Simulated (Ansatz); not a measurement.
SbSI (Pnma, No. 62, 12 atoms in the cell; start mp-1095595) was calculated with PBE0 (Ansatz, an electronic-structure program, PAW).

Numerical settings: plane-wave cutoff 500 eV, 4×2×6 k mesh (along the axes of the cell as run), gaussian smearing 0.02 eV, scalar-relativistic PAW data made under PBE.

Cell (relaxed with PBEsol):

ISSb has the orthorhombic space group Pnma (No. 62), Pearson symbol oP12. Cell: a = 8.4607 Å, b = 4.0348 Å, c = 10.1918 Å, α = 90.00°, β = 90.00°, γ = 90.00°. Sb on 4c is surrounded by 1 S at 2.498 Å and 2 S at 2.675 Å and 2 I at 3.106 Å (square pyramidal). S on 4c is surrounded by 1 Sb at 2.498 Å and 2 Sb at 2.675 Å (trigonal pyramidal). I on 4c has 2 Sb at 3.106 Å (bent). (Neighbours: up to the widest gap in distance over summed covalent radii, below 1.35, at either atom.)

Task: Give the computed band gap.

Result: 
- band gap: 2.89 eV (on the SCF k mesh)

Note: cell and atoms aren't relaxed at this level (pressure 0.9 GPa).

Spin–orbit coupling is not included.

The computed numbers hold no vibrational or temperature effects.

A start named mp-… is a Materials Project structure, which need not be a measured phase.
